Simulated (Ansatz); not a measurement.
```cif
data_F3Sc
_chemical_formula_sum 'Sc1 F3'
_space_group_name_H-M_alt 'Pm-3m'
_space_group_IT_number 221
_space_group_name_Hall '-P 4 2 3'
_cell_length_a 3.97275
_cell_length_b 3.97275
_cell_length_c 3.97275
_cell_angle_alpha 90.000
_cell_angle_beta 90.000
_cell_angle_gamma 90.000
loop_
_atom_site_label
_atom_site_type_symbol
_atom_site_symmetry_multiplicity
_atom_site_Wyckoff_symbol
_atom_site_fract_x
_atom_site_fract_y
_atom_site_fract_z
_atom_site_occupancy
Sc1 Sc 1 a 0.00000 0.00000 0.00000 1
F1 F 3 d 0.00000 0.00000 0.50000 1
```

The cell was generated from a structure type, relaxed within its symmetry, and need not be the phase found at ambient conditions. The cell is fixed at its relaxed static size. Melting and transitions to other phases are not modelled.

**Question.** Is this phase dynamically stable in the harmonic approximation, and at 300, 800 K by the stochastic self-consistent harmonic approximation in a 2×2×2 supercell, DFT at the LDA level (Ansatz, an electronic-structure program)? Give the softest mode in each case.

**Answer.** Harmonic: softest mode 14i cm⁻¹ at q = (0.50, 0.50, 0.50), so unstable at the wave vectors of the supercell. 300 K: locally stable, softest second derivative of the free energy 51 cm⁻¹ (error under 1) at q = (0.00, 0.50, 0.50), at -0.8 GPa in this cell. 800 K: locally stable, softest second derivative of the free energy 63 cm⁻¹ (error 3) at q = (0.50, 0.50, 0.50), at -1.1 GPa in this cell. A stable verdict is local, and a supercell this small can stiffen soft modes, so the symmetric phase can look stable where the real crystal is distorted. The verdict is statistical, holds for these wave vectors and this fixed cell alone, and errs towards stability where frames are few. Wave vectors are fractions of the primitive cell's reciprocal vectors.
